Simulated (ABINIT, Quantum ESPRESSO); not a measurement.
An ABINIT input for a self-consistent single point of Ta₃Ru (Fm-3m, 4 atoms in the cell) (DFT, PBEsol, plane waves, norm-conserving pseudopotentials (PseudoDojo nc-sr-04 PBEsol standard)):

```
# Ta3Ru, PseudoDojo nc-sr-04 PBEsol standard
pp_dirpath "./"
pseudos "Ta.upf, Ru.upf"
acell 4.5017967366 4.5017967366 4.5017967366 Angstrom
rprim
        -0.0000000000    0.7071067812    0.7071067812
         0.7071067812    0.0000000000    0.7071067812
         0.7071067812    0.7071067812    0.0000000000
natom 4
ntypat 2
znucl 73 44
typat 1 1 1 2
xred
         0.2500000000    0.2500000000    0.2500000000
         0.7500000000    0.7500000000    0.7500000000
         0.5000000000    0.5000000000    0.5000000000
         0.0000000000    0.0000000000    0.0000000000
ecut 42 Ha
ixc -116133
occopt 3
tsmear 0.05 eV
nband 36
kptopt 1
ngkpt 9 9 9
nshiftk 1
shiftk 0 0 0
nstep 80
tolvrs 1.0e-12
prtwf 0
prtden 0
enunit 2
```

**Question.** Give the Quantum ESPRESSO input for the same structure, mesh, smearing and functional.

**Answer.** This is the input that was run; spellings and numerical settings could be chosen otherwise.

```fortran
&CONTROL
    calculation = 'scf'
    outdir = './work'
    pseudo_dir = './'
    tprnfor = .true.
    tstress = .true.
/
&SYSTEM
    ibrav = 0
    nat = 4
    ntyp = 2
    ecutwfc = 40
    ecutrho = 320
    occupations = 'smearing'
    smearing = 'fd'
    degauss = 0.0036749
/
&ELECTRONS
    conv_thr = 1.0d-10
    mixing_beta = 0.5
/
ATOMIC_SPECIES
Ta   180.9479  ta_pbesol_v1.uspp.F.UPF
Ru   101.0700  ru_pbesol_v1.2.uspp.F.UPF
CELL_PARAMETERS {angstrom}
   0.00000000     3.18325100     3.18325100
   3.18325100     0.00000000     3.18325100
   3.18325100     3.18325100     0.00000000
ATOMIC_POSITIONS {bohr}
Ta    3.00773629    3.00773629    3.00773629
Ta    9.02320886    9.02320886    9.02320886
Ta    6.01547258    6.01547258    6.01547258
Ru    0.00000000    0.00000000    0.00000000
K_POINTS {automatic}
9 9 9  0 0 0
```

Basis, cutoffs, solver keys and any potentials are the target program's own. This input uses DFT, PBEsol, plane waves, GBRV 1.5 ultrasoft (PBESOL) pseudopotentials. Both were run: pressure 3.29 GPa in ABINIT and 1.39 in Quantum ESPRESSO.

On Quantum ESPRESSO: the starting cell comes from a database of computed structures (which also holds hypothetical and non-ambient phases and stackings), without a prior relaxation at this level. Its lattice was rescaled by a random factor within 2.5 % of one. For this run, on top of that: lattice scaled by 0.98. Spin polarisation is off.

On ABINIT: the starting cell comes from a database of computed structures (which also holds hypothetical and non-ambient phases and stackings), without a prior relaxation at this level. Its lattice was rescaled by a random factor within 2.5 % of one. For this run, on top of that: lattice scaled by 0.98. Spin polarisation is off. With a pressure of about 3 GPa the cell is away from its equilibrium volume at this level.
